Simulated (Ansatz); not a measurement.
ScMo3 (model structure, started from the Cu3Au type, Pm-3m, No. 221, 4 atoms in the cell), treated with PBE in Ansatz (plane waves, PAW).

Input:

Ansatz 0.2 input:
```yaml
crystal:
  lattice:
    - [4.122464445, 0.0, 0.0]
    - [0.0, 4.122464445, 0.0]
    - [0.0, 0.0, 4.122464445]
  atoms:
    - { symbol: Mo, position: [0.0, 0.5, 0.5] }
    - { symbol: Mo, position: [0.5, 0.5, 0.0] }
    - { symbol: Mo, position: [0.5, 0.0, 0.5] }
    - { symbol: Sc, position: [0.0, 0.0, 0.0] }
basis:
  ecutwfc: 520
  ecutrho_ratio: 4
  xc_grid: 2
kpoints:
  mp_grid: { grid: [14, 14, 14] }
hamiltonian:
  xc: pbe
  dispersion: none
  pseudopotentials: { kind: paw }
scf:
  occupations: { method: fermi_dirac, width: 0.05 }
output:
  forces: true
  stress: true
  eigenvalues: true
relax:
  f_tol: 0.004
  escape_saddle: false
  max_steps: 80
```

From the output:

```
WARN output.stress: scf.convergence.dr2_threshold = 1e-7 eV (the SCF's general default) is looser than the 4e-10 eV advised for a printed stress (1e-10 eV for …
Relaxation: its limit of steps is 80 (relax.max_steps)
Crystal: 4 atoms, lattice volume = 70.060 Å³
Basis set: ecut = 520 eV, 1863 PW (Γ), exchange–correlation on 64×64×64 points (8 copies of the dense FFT grid, shifted against one another)
Bands: 32, of which v1, the nominal top of the filled ones, is band 27 counted from 1 (26 counted from 0)
Symmetry: 48 space group operations
Space group: Pm-3m (ITA 221), of the structure as read, at distance tolerance 4.1e-5 Å
k-points: 120 of 2744
Functional: x = pbe(κ = 0.804, μ = 0.2195149727645171), c = pbe(β = 0.06672455060314922)
SCF iter   1: F=—  HF=-17001.930357 eV  |F-HF|=—  |Δ(HF+E_count)|=         —  Δρ=4.80e-3  dr2=3.86e-2
SCF iter   2: F=—  HF=-17001.927852 eV  |F-HF|=—  |Δ(HF+E_count)|=   2.50e-3  Δρ=2.13e-3  dr2=8.24e-3
  ...
SCF iter   5: F=—  HF=-17001.926723 eV  |F-HF|=—  |Δ(HF+E_count)|=   1.49e-6  Δρ=1.88e-5  dr2=2.17e-7
SCF iter   6: F=-17001.926723 eV  HF=-17001.926723 eV  |F-HF|=1.53e-10  |Δ(HF+E_count)|=  5.53e-10  Δρ=3.99e-6  dr2=7.64e-9
SCF 1 converged in 6 iterations: F = -17001.926723 eV  dr2 = 7.64e-9
relax step   1: F+E_penalty+E_count = -17001.92672313 eV  Δ(F+E_penalty+E_count) = +0.000e0 eV  max|allowed force component| = 4.043e-29 eV/Å  Δτ_max = 0.0000 Å  (6 SCF iters, accepted)
SCF converged after 6 iterations
Free energy (F): -17001.926723 eV
Internal energy: -17001.867370 eV  (E = F + TS)
E sigma→0 (E₀):  -17001.897047 eV
Fermi energy:    17.082976 eV
--- Forces (eV/Å), atoms counted from 1 ---
  atom   1  Mo     0.00000000    -0.00000000    -0.00000000
  atom   2  Mo    -0.00000000    -0.00000000     0.00000000
  atom   3  Mo     0.00000000    -0.00000000     0.00000000
  atom   4  Sc    -0.00000000     0.00000000     0.00000000
--- Stress (GPa, compression-positive) ---
       -3.270320       0.000000      -0.000000
        0.000000      -3.270320       0.000000
        0.000000       0.000000      -3.270320
  P = ⅓ Tr σ = -3.2703 GPa (-32.703 kbar)
```

The cell is one volume of an energy–volume scan, off the minimum.

Note: the run has no spin polarisation, so it can have missed a magnetic state. Note: the relaxation could raise the start's symmetry but not lower it, so the cell can be a saddle point.

It cost about 21 core-seconds (a rough figure) of CPU time.

A model structure was made by putting elements into a prototype or built by hand; it is no filed structure, need not be a known phase, and can be a saddle point held by its symmetry.

Ansatz is an electronic-structure program.
